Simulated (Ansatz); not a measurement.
The starting structures come from a database of crystals and need not be the phases stable at ambient conditions.

By PBEsol, the system below comes out a metal.

A figure of merit of an interconnect metal is its ballistic conductance per area.

Here is the system:

```xyz
10
Lattice="3.7137 0.0000 0.0000 0.0000 10.0448 0.0000 0.0000 5.0224 5.0224" Properties=species:S:1:pos:R:3 pbc="T T T"
Zr     1.8569    12.5560     4.2597
Zr     1.8569     2.5112     0.7627
Zr     1.8569     9.2821     2.5112
Zr     1.8569     5.7851     2.5112
Zr     0.0000     0.0000     0.0000
Zr     0.0000     5.0224     0.0000
Si     0.0000     7.5336     3.7352
Si     0.0000     7.5336     1.2872
Si     0.0000     3.7352     2.5112
Si     0.0000    11.3321     2.5112
```

Space group of this cell: P4/mbm. The cell is taken as given; by PBEsol its mean pressure is -3.8 GPa.

The current flows along the normal of the first two printed cell vectors, the (110) plane of the conventional cell. No spin-orbit coupling; the value is a mean over 0.1 eV about the Fermi level.

Q: Estimate the ballistic conductance per area that PBEsol (Ansatz, an electronic-structure program) returns for this system.

A: 0.52 × 10¹⁵ S/m² for both spins.
